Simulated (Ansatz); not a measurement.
Migration barriers of dopant-vacancy pairs in oxides: PBE bands (Ansatz, a first-principles code, plane waves to 420 eV, PAW, climbing-image NEB) beside r2SCAN single points (500 eV) at the PBE geometries. Forward barriers of single hops from the lowest site run, static nuclei, no finite-size correction. The rows are a random draw from the bands that converged and passed our checks of state and shape. Saddle orders were checked for a part of the study's bands only and are not shown. Vacancies start on their lattice site; split forms were not set up. Charge states are imposed. Spin-orbit coupling is left out.

| Defect | Route | Hop (Å), direction in the unit cell | End over start, densest mesh run (eV) | Cell and PBE mesh | r2SCAN k-points | PBE (eV) |
|---|---|---|---|---|---|---|
| Y-vacancy pair (Y on Ce, O vacant) in ceria, charge +1 | a nearby O jumps into the vacancy (Y-vacancy distance between ideal sites 2.37 → 4.53 Å) | 2.30 along (0.00, 0.42, 0.00) | 0.18 | 96 sites, one k-point at (0.250, 0.250, 0.250) | same mesh | 0.52 |
| Al-vacancy pair (Al on Ti, O vacant) in rutile TiO2, charge +1 | a nearby O jumps into the vacancy (Al-vacancy distance between ideal sites 1.96 → 2.00 Å) | 2.60 along (-0.10, -0.47, 0.46) | 0.06 | 72 sites, one k-point at (0.250, 0.250, 0.250) | same mesh | 1.23 |
| Al-vacancy pair (Al on Ti, O vacant) in rutile TiO2, charge +1 | a nearby O jumps into the vacancy (Al-vacancy distance between ideal sites 1.96 Å throughout) | 2.31 along (0.35, -0.35, 0.00) | 0.00 | 72 sites, one k-point at (0.250, 0.250, 0.250) | same mesh | 0.65 |
| F-vacancy pair (F on O, O vacant) in alpha quartz, charge +1 | a nearby O jumps into the vacancy (F-vacancy distance between ideal sites 2.63 → 5.06 Å) | 2.33 along (0.37, -0.03, -0.24) | 0.18 | 72 sites, Γ | same mesh | 3.31 |
| F-vacancy pair (F on O, O vacant) in monoclinic HfO2, charge +3 | a nearby O jumps into the vacancy (F-vacancy distance between ideal sites 2.58 → 4.05 Å) | 2.01 along (0.38, 0.09, 0.13) | 0.81 | 96 sites, Γ | same mesh | 0.88 |
| Cl-vacancy pair (Cl on O, O vacant) in polar orthorhombic HfO2, charge +3 | Cl changes places with the vacancy (Cl-vacancy distance between ideal sites 2.55 Å throughout) | 1.78 along (-0.13, -0.31, -0.10) | 0.67 | 96 sites, Γ | same mesh | 0.77 |
| Al-vacancy pair (Al on Ti, O vacant) in rutile TiO2, charge +1 | a nearby O jumps into the vacancy (Al-vacancy distance between ideal sites 1.96 → 4.61 Å) | 2.69 along (-0.48, 0.10, -0.49) | 0.14 | 72 sites, one k-point at (0.250, 0.250, 0.250) | same mesh | 1.12 |
| Al-vacancy pair (Al on Ti, O vacant) in rutile TiO2, charge +1 | a nearby O jumps into the vacancy (Al-vacancy distance between ideal sites 1.96 → 3.58 Å) | 2.68 along (-0.11, -0.47, -0.49) | 0.09 | 72 sites, one k-point at (0.250, 0.250, 0.250) | same mesh | 1.29 |

Problem. What does r2SCAN give for each row, and how does it differ from PBE over these rows?

Solution. In the order of the rows: 0.54, 1.29, 0.59, 3.69, 0.87, 0.78, 1.23, 1.40 eV. Against PBE it lies higher in 4 of 8 rows and lower in 1 (differences over 0.03 eV). The mean difference is +0.08 eV (median +0.04) and the mean size 0.09 eV; the largest, +0.38 eV, is in row 4.
